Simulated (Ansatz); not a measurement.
End structure of a constructed model of the (100) surface of rock-salt TiN, a layer of Cu, one atom over each Ti (bottom of the slab: a bare face, its two planes held):

```yaml
crystal:
  lattice:
    - [3.00301, 0.00000, 0.00000]
    - [0.00000, 3.00301, 0.00000]
    - [0.00000, 0.00000, 30.00000]
  atoms:
    - { symbol: N, position: [0.00000, 0.00000, 0.27238] }
    - { symbol: Ti, position: [0.50000, 0.50000, 0.27238] }
    - { symbol: N, position: [0.50000, 0.50000, 0.34316] }
    - { symbol: Ti, position: [0.00000, 0.00000, 0.34316] }
    - { symbol: N, position: [0.00000, 0.00000, 0.41430] }
    - { symbol: Ti, position: [0.50000, 0.50000, 0.41378] }
    - { symbol: N, position: [0.50000, 0.50000, 0.48402] }
    - { symbol: Ti, position: [0.00000, 0.00000, 0.48542] }
    - { symbol: N, position: [0.00000, 0.00000, 0.55659] }
    - { symbol: Ti, position: [0.50000, 0.50000, 0.55511] }
    - { symbol: N, position: [0.50000, 0.50000, 0.62545] }
    - { symbol: Ti, position: [0.00000, 0.00000, 0.62522] }
    - { symbol: Cu, position: [0.00000, 0.00000, 0.71435] }
```

Model: 13-atom slab, 13.7 Å thick at the start with caps and adatoms (thin: gaps and levels are the slab's own), 12x12x1 mesh, Fermi-Dirac 0.1 eV, dipole correction, 4 atoms held, the rest relaxed; symmetry of the start imposed; no spin, no spin-orbit, no U. In PBE it lies 0.46 eV a 1x1 cell over the lowest computed structure of the same composition (a layer of Cu, one atom over each N).

Q: What is the computed work function of the top face (Ansatz (an electronic-structure program) with PBE)?

A: 4.19 eV
